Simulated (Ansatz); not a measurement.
Consider KCl in the rock salt structure (space group Fm-3m, No. 225).

```
CELL_PARAMETERS angstrom
      0.00000     3.14616     3.14616
      3.14616     0.00000     3.14616
      3.14616     3.14616     0.00000
ATOMIC_POSITIONS crystal
  Cl 0.00000 0.00000 0.00000
  K  0.50000 0.50000 0.50000
```

All numbers come from DFT with r2SCAN, PAW potentials and a 500 eV plane-wave cutoff in Ansatz (an electronic-structure program), no spin-orbit coupling.

Before the change:

| Item | Value |
|---|---|
| Valley order | Γ 5.83 eV; X along ⟨100⟩ 7.02 eV |
| Shortest interatomic distance | 314.6 pm |

The change: a hydrostatic pressure of 7.5 GPa.

### Question
Predict the new valley order.

### Answer
The valley order (the lowest conduction-band minima on the path, energy above the VBM, named in the base's zone) becomes X along ⟨100⟩ 6.69 eV; Γ 6.75 eV (base: Γ 5.83 eV; X along ⟨100⟩ 7.02 eV).

### Question
How does this affect the shortest interatomic distance?

### Answer
The shortest interatomic distance falls by 22.7 pm (314.6 pm → 291.9 pm).

The levels and masses belong to the bands next to the band gap. Load acts through the strain it causes; cell and atoms are relaxed under it. Whether these cells are dynamically stable was not tested. Competing high-pressure phases were not computed.
